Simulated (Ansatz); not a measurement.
The starting structures come from a database of crystals and need not be the phases stable at ambient conditions.

By PBEsol, the system below comes out a metal.

The ballistic (Sharvin) conductance counts the channels at the Fermi level: G/A = (e²/h) × channels of both spins per area.

```
Be
1.0
    2.50624     0.00000     0.00000
    0.00000     2.50624     0.00000
    1.25312    -1.25312     1.25312
Be
1
Direct
  0.00000   0.00000   0.00000
```

The cell is taken as given; by PBEsol it stands under a pressure of -2.0 GPa.

The current flows along the normal of the first two printed cell vectors, the (001) plane of the conventional cell. No spin-orbit coupling; the value is a mean over 0.1 eV about the Fermi level.

Predict the ballistic conductance per area from PBEsol in Ansatz (a program for electronic structure).

0.60 × 10¹⁵ S/m² for both spins.
